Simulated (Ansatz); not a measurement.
```yaml
crystal:
  lattice:
    - [0.00000, 2.10707, 2.10707]
    - [2.10707, 0.00000, 2.10707]
    - [2.10707, 2.10707, 0.00000]
  atoms:
    - { symbol: Mg, position: [0.00000, 0.00000, 0.00000] }
    - { symbol: O, position: [0.50000, 0.50000, 0.50000] }
```

No spin polarisation.

0.0935 electrons added to each cell, a density of 5.0×10^21 cm⁻³, with a uniform compensating background at fixed cell and a 300 K Fermi–Dirac width.

Calculations: PBEsol (Ansatz, an electronic-structure program), no SOC. Γ-centred 31×31×31 mesh, Fermi–Dirac width 0.0259 eV.

Q: Predict the gap character and gap between the host's bands.

A: The gap character comes out as direct at Γ and the gap between the host's bands is 4.52 eV.

Charged cell with a jellium background: band edges are those of the host's band count, energies are not comparable with the neutral cell, and many-body gap narrowing is missing. No phonon test of stability was made. The cell was made from MgO in the rock salt structure (space group Fm-3m, No. 225) by this change: electrons 5.0×10^21 cm⁻³.
